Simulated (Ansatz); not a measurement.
Data:

End structure of the (111) surface of bcc K in its 1x1 cell, outermost plane spacing 1.52 Å in the ideal cut:

```xyz
8
Lattice="7.4670 0.0000 0.0000 -3.7335 6.4667 0.0000 0.0000 0.0000 27.0000" Properties=species:S:1:pos:R:3 pbc="T T T"
K      0.0000     4.3111     8.3139
K      3.7335     2.1556     9.7743
K      0.0000     0.0000    11.0859
K      0.0000     4.3111    12.7436
K      3.7335     2.1556    14.2563
K      0.0000     0.0000    15.9141
K      0.0000     4.3111    17.2257
K      3.7335     2.1556    18.6861
```

Model: 8-atom slab, 10.7 Å thick at the start, 6x6x1 mesh, Fermi-Dirac 0.1 eV, dipole correction, all atoms relaxed; symmetry of the start imposed; no spin, no spin-orbit, no U.

**Question.** Estimate the work function of the top face that Ansatz (a program for electronic structure) with PBE returns for this input.

**Answer.** 2.22 eV

**Question.** What surface energy (mean of both faces) does PBE give?

**Answer.** 0.13 J/m²
